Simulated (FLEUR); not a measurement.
Band structure of LaH3 (I4/mmm, 4 atoms in the cell).

```
LaH3
1.0
   -1.89546     1.89546     3.08581
    1.89546    -1.89546     3.08581
    1.89546     1.89546    -3.08581
La H
1 3
Direct
  0.00000   0.00000   0.00000
  0.75000   0.25000   0.50000
  0.25000   0.75000   0.50000
  0.50000   0.50000   0.00000
```

Computed with PBEsol, all-electron FLAPW (FLEUR), scalar-relativistic valence run with FLEUR.

Settings: Kmax = 4.6 1/bohr; GmaxXC = 13.8 1/bohr; xcFunctional = PBEs; jspins = 1; l_soc = F; mode = hist; fermiSmearingEnergy = 0.00183747 Htr; mesh (inpgen div1-3) = 6 6 6; inpgen gamma flag = true; Gmax = 13.8 1/bohr; numbands = 0; maxIterBroyd = 15; imix = Anderson; alpha = 0.05.

The starting cell comes from a database of computed structures (which also holds hypothetical and non-ambient phases and stackings), without a prior relaxation at this level. Its lattice was rescaled by a random factor within 2.5 % of one. Values depend on the basis (sphere radii, cutoffs, local orbitals), which need not be converged.

Levels in eV from the Fermi level, bands 4 to 11:
| point | 4 | 5 | 6 | 7 | 8 | 9 | 10 | 11 |
|---|---|---|---|---|---|---|---|---|
| Γ | -16.06 | -7.38 | -2.16 | -0.12 | 0.26 | 1.28 | 1.28 | 1.53 |
| X | -16.36 | -5.03 | -4.84 | -2.37 | 1.57 | 1.80 | 1.80 | 2.09 |
| Y | -16.55 | -4.44 | -4.12 | -2.92 | 1.29 | 1.72 | 1.74 | 2.04 |
| S | -16.17 | -3.86 | -3.74 | -3.71 | 1.48 | 1.69 | 1.87 | 1.87 |
| Z | -16.26 | -4.80 | -4.34 | -2.99 | 1.79 | 1.79 | 1.94 | 1.96 |
| S1 | -16.17 | -3.86 | -3.74 | -3.71 | 1.48 | 1.69 | 1.87 | 1.87 |
| N | -16.09 | -5.33 | -3.41 | -1.53 | 0.20 | 1.30 | 1.73 | 1.79 |
| P | -16.37 | -4.51 | -3.85 | -3.85 | 0.73 | 1.79 | 1.79 | 2.10 |
| Y1 | -16.55 | -4.44 | -4.12 | -2.92 | 1.29 | 1.72 | 1.74 | 2.04 |
